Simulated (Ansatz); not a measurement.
**Pressure series in hypothetical diamond Na**

Take Na in the diamond structure (space group Fd-3m, No. 227; a = 7.489 Å; a hypothetical phase, not in the database extracts checked) as the base.

Cell and atoms are relaxed at each pressure.

Computed with Ansatz (a first-principles code) PBEsol, no SOC.

```csv
pressure (GPa),volume per atom (Å³/atom)
0,52.506
0.3,48.270
0.7,44.293
1.5,39.150
3,33.536
5,?
7.5,25.933
10,23.615
```

Question: Fit the third-order Birch–Murnaghan form P(V) = (3B₀/2)[(V₀/V)^(7/3) − (V₀/V)^(5/3)]·[1 + (3/4)(B₀′ − 4)((V₀/V)^(2/3) − 1)] (squares taken in P) to the rows shown and predict the withheld row.

Answer: Least squares on the printed values gives V₀ = 52.648 Å³/atom, B₀ = 2.92 GPa, B₀′ = 3.7; this predicts 29.286 Å³/atom, and the run gives 29.276 Å³/atom, 0.010 lower.

Load acts through the strain it causes; cell and atoms are relaxed under it. Whether these cells are dynamically stable was not tested. Competing high-pressure phases were not computed.
